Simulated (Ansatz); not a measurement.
The reference is ZnO (space group P4_2/mnm, No. 136; a = 5.516 Å, c = 3.240 Å; a cell from a computed database, its experimental status unchecked).

Levels (all Ansatz, a first-principles code, PAW): PBEsol (420 eV, spin-orbit coupling left out); HSE06 (420 eV, no SOC).

The geometry is relaxed with PBEsol.

PBEsol lowest conduction level above the VBM at special points: Γ 0.70 eV; X 3.13 eV; M 4.19 eV

With HSE06 at the same geometry, the lowest conduction level above the VBM at special points goes from Γ 0.70 eV; X 3.13 eV; M 4.19 eV to Γ 2.53 eV; X 5.00 eV; M 6.19 eV.

Single points use the geometry relaxed with PBEsol. The levels and masses belong to the bands next to the band gap. Stability against distortions was not tested. This is not the structure that ZnO has at room temperature and ambient pressure.
